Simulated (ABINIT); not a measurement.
# Equation of state of diamond-structure Si (space group 227): energy against volume (ABINIT, LDA)

```
Si
1.0
    0.00000     2.60989     2.60989
    2.60989     0.00000     2.60989
    2.60989     2.60989     0.00000
Si
2
Direct
  0.50000   0.50000   0.50000
  0.75000   0.75000   0.75000
```

Method: LDA (PW92), norm-conserving pseudopotentials (PseudoDojo nc-sr-04 LDA standard) (plane waves; ABINIT). Settings: pseudos = [Si.upf]; ecut = 42 Ry; occopt = 3; tsmear = 0.00036749 Ha; ngkpt = 11 11 11; nshiftk = 1; shiftk = 0 0 0; potentials = PseudoDojo nc-sr-04 LDA standard; nband = 9; kptopt = 1; nstep = 50; toldfe = 1e-09 Ha. The cell above is the first row's. The rows scale it uniformly. In all rows fractional positions and the k mesh are held. E is the free energy at the stated smearing, counted from the lowest row.

```
V (Å^3/atom)  E (meV/atom)
------------  ------------
17.777               61.30
18.164               36.86
18.550               19.13
18.937                7.46
19.323                1.26
19.710                0.00
20.096                3.20
20.482               10.42
20.869                   ?
```

Task: Fit E against V with the third-order Birch-Murnaghan form, a cubic in V^(-2/3), and predict the withheld value at V = 20.869.

Result: With u = V^(-2/3) - 0.140, the rows have u = 0.006812, 0.004719, 0.002704, 0.000754, -0.001127, -0.002951, -0.004712, -0.006417. Least squares gives E = 4.380 + 3556.94·u + 702793·u² + 267613·u³. Residuals (row less fit): -0.006, 0.016, -0.012, -0.002, -0.004, 0.003, 0.004, -0.004; standard error 0.011 (degrees of freedom: 4). Its minimum lies at u = -0.002534, so V0 = (0.137466)^(-3/2) = 19.62. There d²E/du² = 1402000 and d³E/du³ = 1606000, so B0 = (4/9) × 19.62^(-7/3) × 1402000 × 0.160218 = 96.1 GPa (the last factor turns the table's units into GPa), and B0' = 4 + (2/3) × 0.137466 × (1606000)/1402000 = 4.1. The program's pressures in the fitted runs (not shown) pass through zero at V = 19.62, 0.01 % from this V0. At the withheld row, u = -0.008073, so E = 4.380 + 3556.94 × (-0.008073) + 702793 × (-0.008073)² + 267613 × (-0.008073)³ = 21.327 meV/atom. The calculation gives 21.27 meV/atom, 0.057 meV/atom below the prediction (0.1 % of the range of E in the table). The row lies outside the fitted rows, so this is an extrapolation. From the scatter of the fitted rows alone, a prediction at this place has a standard error of 0.027 meV/atom, so the miss is 2.1 times that.

Carrying the step between the two nearest rows on in a straight line would have given 17.66, off by 3.61; series whose last step already gives the withheld value aren't shown. The scan was laid around a cell of about the measured size, scaled by a guess for this functional. The runs keep the symmetry of the cell, so they don't test it for distortions. Cutoffs and mesh are single choices, not tested for convergence of this quantity. Series with a scatter that would blur these digits, or in which a gap closes, are not shown. Nor are scans whose minimum lies at an end fitted in this form.
